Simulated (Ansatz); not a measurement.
Take SiC (space group P6_3mc, No. 186; a = 3.0781 Å, c = 10.0762 Å) as the base.

All numbers come from PBEsol in Ansatz (plane waves to 420 eV, PAW, scalar-relativistic without spin-orbit coupling), earlier PAW set.

Before the change:

- Gap between the host's bands: 2.12 eV

The change: electron doping at 2.0×10^21 cm⁻³ (0.165 per cell), with a uniform compensating background at fixed cell and a 300 K Fermi–Dirac width.

### Question
How does this affect the Fermi level from band edge?

### Answer
The Fermi level relative to the doped band's edge (positive inside the band; to 0.05 eV) is +0.45 eV.

### Question
What happens to the gap between the host's bands?

### Answer
The gap between the host's bands decreases by 0.014 eV, from 2.12 eV to 2.10 eV.

Charged cell with a jellium background: band edges are those of the host's band count, energies are not comparable with the neutral cell, and many-body gap narrowing is missing. No phonon test of stability was made.

Ansatz is a program for electronic structure.
